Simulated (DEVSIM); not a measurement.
System: TaN/HfO2/p-Si capacitor, at 350 K.

Layer 1 from the left is HfO2, thickness (nm) 14.0. Layer 2 from the left is Si, thickness (nm) 350, Na (cm⁻³) 2.7e18.

Metal gate on the left, work function 4.4 eV. Fixed charge at the semiconductor interface 0 cm⁻² (in units of +e); no interface traps.

Constants are typed, rounded textbook-type inputs, not results; the design itself was drawn at random and stands for no fabricated device. Values at 300 K; Nc and Nv go as T^1.5, mobilities as T to minus their exponent, the gap by Varshni's rule with the affinity fixed.

HfO2: gap (eV) 5.7, affinity (eV) 2.5, permittivity 22. Si: gap (eV) 1.124, affinity (eV) 4.05, permittivity 11.7, Nc (cm⁻³) 2.86e19, Nv (cm⁻³) 3.1e19, Varshni α (eV/K) 0.000473, Varshni β (K) 636.

Simulated with DEVSIM: 1D Poisson equation in equilibrium, Boltzmann statistics, complete ionisation; no quantum confinement or tunnelling. Metal contacts follow the ideal Schottky-Mott rule: no Fermi-level pinning, no interface dipoles.

Question: What does the simulation give for the threshold voltage (band bending 2φF), the flat-band voltage, the minimum of the low-frequency capacitance?

Answer: threshold voltage (band bending 2φF) 0.94 V; flat-band voltage -0.68 V; minimum of the low-frequency capacitance 0.391 μF/cm².
